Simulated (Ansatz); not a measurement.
## What Ga → As does to GaSb

Start from GaSb in the zinc blende structure (space group F-43m, No. 216; a = 6.112 Å).

Now apply this change: every Ga is replaced by As, then cell and atoms are relaxed.

The values are results of PBEsol/PAW in Ansatz (a first-principles code), without spin-orbit coupling, earlier PAW set, not measurements. k-mesh 13×13×13 (Γ-centred); smearing 0.05 eV (Fermi–Dirac).

```json
{
  "volume_per_atom": "33.25 Å³ (base 28.54 Å³)",
  "density": "4.91 g/cm³ (base 5.57 g/cm³)",
  "space_group": "F-43m (No. 216) (base F-43m (No. 216))",
  "shortest_interatomic_distance": "278.5 pm (base 264.7 pm)",
  "band_gap": "zero (base zero)"
}
```

Spin-orbit coupling, missing from the scalar runs, can matter with Sb. Stability against distortions was not tested. As relaxed here, SbAs is a hypothetical phase, not in the database extracts checked. All final runs are without spin polarisation. A zero or small gap of GaSb can be the functional's error rather than a property of the material.
